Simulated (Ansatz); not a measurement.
The reference is Y in the hcp (Mg type) structure (space group P6_3/mmc, No. 194; a = 3.594 Å, c = 5.610 Å; relaxed with 0.1 eV smearing). Axes: x lies along a and z along c of the hexagonal cell.

Calculations: PBEsol (Ansatz, a program for electronic structure; PAW; 420 eV plane waves; spin-orbit coupling left out).

Modification: strain tensor (xx, yy, zz, yz, xz, xy) = (−0.90, −0.77, +0.48, −1.05, +2.17, −0.02) %, atoms relaxed at fixed cell.

Estimate the effect on the stress.

The stress (xx, yy, zz, yz, xz, xy; compression positive) amounts to (0.7, 0.7, 0.1, 0.5, -1.1, 0.1) GPa.

How does this affect the energy relative to the base?

The energy goes up by 6.8 meV/atom.

No phonon test of stability was made. All final runs are without spin polarisation.
